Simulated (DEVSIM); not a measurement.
System: Si n-p junction from an implanted or diffused profile, at 300 K.

```tsv
layer (left to right)	material	thickness (μm)	Na (cm⁻³)	τn (s)	τp (s)
1	Si	3.80	9e14	3.9e-7	3.9e-7
```

Added donor profile: 9.2e16 cm⁻³ × exp(−(x − 0.027 μm)²/(2·(0.26 μm)²)). Left contact: ohmic. Right contact: ohmic. Voltage is applied to the left contact. Recombination: SRH at mid-gap, Auger. Mobility is μmin + (μ − μmin)/(1 + (N/Nref)^α).

This is a model device: material constants are rounded textbook-type values typed into the input, and sizes, dopings and lifetimes were drawn at random. Values at 300 K.

```
parameter           Si
-------------  -------
gap (eV)         1.124
affinity (eV)     4.05
permittivity      11.7
Nc (cm⁻³)      2.86e19
Nv (cm⁻³)       3.1e19
μn (cm²/Vs)       1417
μp (cm²/Vs)        470
μn,min              52
μp,min              45
Nref,n          9.7e16
Nref,p          2.2e17
αn                0.68
αp                0.72
Cn (cm⁶/s)     2.8e-31
Cp (cm⁶/s)     9.9e-32
```

DEVSIM, 1D drift-diffusion, Boltzmann statistics, complete ionisation; no tunnelling, impact ionisation, image-force lowering or self-heating.

The thickness of layer 1 was swept, all else fixed.

```tsv
thickness of layer 1 (μm)	potential step across the device at zero bias (V)
0.76	0.121
1.3	0.705
2.3	0.705
3.8	0.705
6.5	0.705
11	0.705
19	0.705
```

From the first row to the last the potential step across the device at zero bias goes from 0.121 to 0.705.
